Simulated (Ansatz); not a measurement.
F on the 1x1 (0001) surface of hcp Y, one in a 1x1 cell, energies for each (11.6 Å²). Energies are against ½ F2(g), without zero-point or thermal terms; each row is named by its start.

The numbers are results of PBE (plane waves to 420 eV, PAW; Ansatz, a program for electronic structure), not measurements.

Slab: 5 atoms, 8.4 Å thick at the start under the adsorbate (thin: gaps and levels are the slab's own); k 10x10x1, smearing 0.1 eV, dipole-corrected; 2 atoms held, the rest relaxed; each run with such symmetry as its start has; no spin, no spin-orbit, no U, no dispersion correction.

A negative adsorption energy means that the adsorbate is more stable on the surface than in its reference. Starts that drift may end in the same place. Heights count from the host atoms within 0.3 Å of the top one.

```
starting site                       E_ads (eV)  height (Å)  nearest host atom (Å)  bonded to  Δ work function (eV)  lateral drift (Å)
----------------------------------  ----------  ----------  ---------------------  ---------  --------------------  -----------------
top Y                                    -4.66        1.94                 Y 1.94          Y                  3.87                0.0
hollow Y-Y-Y                             -5.58        1.15                 Y 2.40        3 Y                 -0.25                0.0
hollow Y-Y-Y over Y at depth 2.8 Å       -5.50        1.16                 Y 2.41        3 Y                 -0.35                0.0
bridge Y-Y (span 3.7 Å)                  -5.58        1.15                 Y 2.32        3 Y                 -0.27                0.9
```
